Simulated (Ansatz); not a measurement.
Lu3SnC: pressure series

Consider Lu₃SnC in the anti-perovskite structure (space group Pm-3m, No. 221; a cell from a computed database, its experimental status unchecked).

```yaml
crystal:
  lattice:
    - [4.68395, 0.00000, 0.00000]
    - [0.00000, 4.68395, 0.00000]
    - [0.00000, 0.00000, 4.68395]
  atoms:
    - { symbol: Lu, position: [0.50000, 0.00000, 0.50000] }
    - { symbol: Lu, position: [0.00000, 0.50000, 0.50000] }
    - { symbol: Lu, position: [0.50000, 0.50000, 0.00000] }
    - { symbol: Sn, position: [0.00000, 0.00000, 0.00000] }
    - { symbol: C, position: [0.50000, 0.50000, 0.50000] }
```

Cell and atoms are relaxed at each pressure.

Computed with PBEsol, PAW, 420 eV (Ansatz, a quantum-chemistry and plane-wave program; no spin-orbit coupling).

| pressure (GPa) | volume per atom (Å³/atom) |
|---|---|
| -2 | 21.000 |
| -1 | 20.771 |
| 0 | 20.553 |
| 3 | 19.968 |
| 7 | 19.296 |
| 15 | ? |
| 50 | 15.406 |
| 75 | 14.202 |
| 100 | 13.272 |

Fit the third-order Birch–Murnaghan form P(V) = (3B₀/2)[(V₀/V)^(7/3) − (V₀/V)^(5/3)]·[1 + (3/4)(B₀′ − 4)((V₀/V)^(2/3) − 1)] (squares taken in P) to the rows shown and predict the withheld row.

Least squares on the printed values gives V₀ = 20.548 Å³/atom, B₀ = 102 GPa, B₀′ = 3.7; this predicts 18.257 Å³/atom, and the run gives 18.218 Å³/atom, 0.039 lower.

Load acts through the strain it causes; cell and atoms are relaxed under it. Whether these cells are dynamically stable was not tested. Competing high-pressure phases were not computed. All final runs are without spin polarisation. An odd electron count without spin: Lu3SnC.
